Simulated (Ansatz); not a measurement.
**SnS2 under a change: biaxial strain −2.63 %, plane normal [001], relaxed out of plane**

The reference is SnS2 in the CdI2 type structure (space group P-3m1, No. 164; a = 3.6694 Å, c = 5.8062 Å; layered, stacked along the Cartesian z axis). Axes: x lies along a and z along c of the hexagonal cell.

The change: compressive biaxial strain of 2.63 % in the plane normal to [001], as in epitaxy on a mismatched substrate; the out-of-plane cell vector and the atoms relax.

The values are results of PBE-D3(BJ) (Ansatz, a quantum-chemistry and plane-wave program, PAW, scalar-relativistic without spin-orbit coupling), not measurements. Settings: 10×10×6 k-points, 0.05 eV Fermi–Dirac smearing.

The volume per atom shrinks by 0.705 Å³, from 22.57 Å³ to 21.86 Å³ and the space group is still P-3m1 (No. 164). The shortest interatomic distance decreases by 0.0257 Å to 2.558 Å and the pressure (mean of the normal stresses, compression positive) goes from zero to 2.88 GPa. The band gap grows by 0.11 eV, from 1.27 eV to 1.38 eV and the gap character goes from indirect, K–Γ (87 % along) → k = (0, 0.400, 1/3) in the run's primitive reciprocal basis to indirect, k = (0, 0.100, 0.167) in the run's primitive reciprocal basis → L–M (33 % along). The smallest direct gap grows by 0.20 eV to 1.90 eV and the width of the top valence band stays essentially unchanged (1.58 eV against 1.59 eV). The out-of-plane strain amounts to +2.18 % and the ratio −ε⊥/ε∥ amounts to 0.83.

Cost of the whole job for the changed cell (relaxation, final SCF and bands): very roughly 30 core-seconds.

Whether these cells are dynamically stable was not tested.
